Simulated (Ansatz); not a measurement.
Take YOF (space group R-3m, No. 166; a = 3.774 Å, c = 18.818 Å (hexagonal axes)) as the base.

Method: Ansatz (a first-principles code), PBEsol, PAW, cutoff 420 eV, scalar-relativistic without spin-orbit coupling.

One change was made to it. Results:

| quantity | base | after |
|---|---|---|
| lattice parameter a | 377.4 pm | 363.7 pm |
| c/a ratio | 4.986 | 4.946 |

**Question.** Which change produced these results?
A) pressure 0.9 GPa
B) pressure 2.1 GPa
C) pressure 22.5 GPa
D) pressure 9 GPa

**Answer.** C, pressure 22.5 GPa. For comparison, the lattice parameter a in the other runs: pressure 9 GPa gives 371.1 pm; pressure 2.1 GPa gives 375.8 pm; pressure 0.9 GPa gives 376.7 pm.

Load acts through the strain it causes; cell and atoms are relaxed under it. Stability against distortions was not tested. No other phases were tried under pressure.
